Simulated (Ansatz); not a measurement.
Base system: HfO$_{2}$ in the fluorite structure (space group Fm-3m, No. 225).

```yaml
crystal:
  lattice:
    - [0.00000, 2.50052, 2.50052]
    - [2.50052, 0.00000, 2.50052]
    - [2.50052, 2.50052, 0.00000]
  atoms:
    - { symbol: Hf, position: [0.00000, 0.00000, 0.00000] }
    - { symbol: O, position: [0.25000, 0.25000, 0.25000] }
    - { symbol: O, position: [0.75000, 0.75000, 0.75000] }
```

Cartesian axes are those of the cell as printed.

The values are results of LDA (Ansatz, an electronic-structure program; PAW; 420 eV plane waves; scalar-relativistic without spin-orbit coupling), not measurements.

Strains are applied to the cell and any free atomic positions relax.

One change was made to it. Results:

The pressure (mean of the normal stresses, compression positive) goes from zero to 0.06 GPa; the energy goes up by 1.2 meV/atom.

### Question
Name the change that was made.
A) tensor shear ε_xy = +2.00 %
B) tensor shear ε_xy = +1.14 %
C) tensor shear ε_xy = +1.71 %

### Answer
B, tensor shear ε_xy = +1.14 %. For comparison, the energy relative to the base in the other runs: tensor shear ε_xy = +2.00 % gives +3.9 meV/atom; tensor shear ε_xy = +1.71 % gives +2.8 meV/atom.

No phonon test of stability was made. This is not the structure that HfO2 has at room temperature and ambient pressure.
